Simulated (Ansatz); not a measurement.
# A computed series for MgO: pressure series

Start from MgO (space group P6_3/mmc, No. 194; a = 3.494 Å, c = 4.194 Å; a cell from a computed database, its experimental status unchecked).

Cell and atoms are relaxed at each pressure.

Levels (all Ansatz, a program for electronic structure, PAW): PBEsol (420 eV, no spin-orbit coupling); HSE06 (420 eV, scalar-relativistic without spin-orbit coupling).

Band gaps by level, all at the geometries relaxed with PBEsol:

```json
[
 {"case": "base", "PBEsol": "3.27 eV", "HSE06": "5.00 eV"},
 {"case": "pressure −2 GPa", "PBEsol": "3.20 eV", "HSE06": "4.91 eV"},
 {"case": "pressure −1 GPa", "PBEsol": "3.24 eV", "HSE06": "4.96 eV"},
 {"case": "pressure 0.3 GPa", "PBEsol": "3.29 eV", "HSE06": "5.02 eV"},
 {"case": "pressure 0.7 GPa", "PBEsol": "3.30 eV", "HSE06": "5.03 eV"},
 {"case": "pressure 3 GPa", "PBEsol": "3.38 eV", "HSE06": "5.13 eV"},
 {"case": "pressure 5 GPa", "PBEsol": "3.45 eV", "HSE06": "5.21 eV"},
 {"case": "pressure 10 GPa", "PBEsol": "3.61 eV", "HSE06": "5.39 eV"}
]
```

Single points use the geometry relaxed with PBEsol. Load acts through the strain it causes; cell and atoms are relaxed under it. Whether these cells are dynamically stable was not tested. Competing high-pressure phases were not computed. This is not the structure that MgO has at room temperature and ambient pressure.
